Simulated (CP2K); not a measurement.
Parameter sweep on CaWO₄ (P1, 12 atoms in the cell)

```xyz
12
Lattice="6.7925 0.0000 0.0000 2.7427 6.2141 0.0000 -4.7676 -3.1071 3.7086" Properties=species:S:1:pos:R:3 pbc="T T T"
Ca     3.3742     0.0031     1.8498
Ca    -0.0330     0.0369     0.0205
W      1.3959     3.0628     1.8577
W      4.7308     3.1240    -0.0012
O      1.4124     4.7878     1.5432
O      5.4401     3.9230     1.4566
O      2.8764     2.4233     2.1887
O      0.9050     0.3041     2.2909
O      4.7440     1.2917     0.2667
O      0.8483     2.3254     0.4671
O     -1.5499     0.6924     3.2827
O      0.4114     2.8819     3.3204
```

Base run A: PBEsol, GPW, DZVP-MOLOPT-SR-GTH basis, GTH-PBE potentials (GTH_POTENTIALS) run with CP2K, self-consistent single point.

Its settings: CUTOFF = 500 Ry; REL_CUTOFF = 50 Ry; SMEAR/METHOD = MARZARI_VANDERBILT; SIGMA = 0.05 eV; KPOINTS/SCHEME = MONKHORST-PACK 3 3 3; XC_FUNCTIONAL = PBE:PBESOL; Ca/BASIS_SET = DZVP-MOLOPT-SR-GTH; Ca/POTENTIAL = GTH-PBE-q10; W/BASIS_SET = DZVP-MOLOPT-SR-GTH; W/POTENTIAL = GTH-PBE-q14; O/BASIS_SET = DZVP-MOLOPT-SR-GTH; O/POTENTIAL = GTH-PBE-q6; METHOD = GPW; EPS_DEFAULT = 1e-10; NGRIDS = 5; SCF_GUESS = ATOMIC; EPS_SCF = 1e-06; MAX_SCF = 100; ADDED_MOS = 16; MIXING/METHOD = BROYDEN_MIXING.

The starting cell comes from a database of published, mostly measured structures (it also holds non-ambient and calculated ones), without a prior relaxation at this level. Its atoms were displaced at random from the sites of space group no. 88. Spin-orbit coupling is off. Values carry the incompleteness of an atom-centred basis. The potentials were made for another functional than the one used. In the base run, with a pressure of about 12 GPa the cell is away from its equilibrium volume at this level. In the base run, forces exceed 1 eV/Å.

ΔF is the free energy per atom less that of run A. A dash stands where there is no value to compare (another energy zero or no entropy term, no result, no spin, no clean gap, or a mesh too coarse for one). 

Runs B, C sample the zone with one or two k-points, far too few for so small a cell.

Run A gave: pressure (GPa) 11.83; largest force (eV/Å) 8.606; gap on the mesh (eV) 4.278; k-points 14.

Runs:
- B: KPOINTS/SCHEME = default
- C: KPOINTS/SCHEME = MACDONALD 1 1 1 0.5 0.5 0.5
- D: KPOINTS/SCHEME = MACDONALD 2 2 2 0.25 0.25 0.25
- E: KPOINTS/SCHEME = MONKHORST-PACK 2 2 2
- F: KPOINTS/SCHEME = MACDONALD 2 2 3 0.25 0.25 0
- G: KPOINTS/SCHEME = MACDONALD 2 2 3 0 0 0.1666666667
- H: KPOINTS/SCHEME = MACDONALD 3 3 4 0.1666666667 0.1666666667 0
- I: KPOINTS/SCHEME = MACDONALD 3 3 3 0 0 0.1666666667

Task: What does run I change against A?

Result: The free energy is nearly the same (within 1 meV/atom), the pressure stays at 11.83 GPa, the largest force stays at 8.606 eV/Å and the gap on the mesh goes from 4.278 to 4.391 eV.

| run | ΔF (meV/atom) | pressure (GPa) | largest force (eV/Å) | gap on the mesh (eV) | k-points |
|---|---|---|---|---|---|
| A | 0.00 | 11.83 | 8.606 | 4.278 | 14 |
| B | 40.1 | 11.99 | 8.469 | – | 1 |
| C | 42.6 | 12.40 | 8.366 | – | 1 |
| D | -0.12 | 11.81 | 8.604 | 4.300 | 8 |
| E | 0.09 | 11.81 | 8.604 | 4.267 | 4 |
| F | -0.06 | 11.83 | 8.605 | 4.300 | 8 |
| G | 0.06 | 11.83 | 8.606 | 4.333 | 12 |
| H | -0.01 | 11.83 | 8.606 | 4.288 | 36 |
| I | -0.02 | 11.83 | 8.606 | 4.391 | 27 |
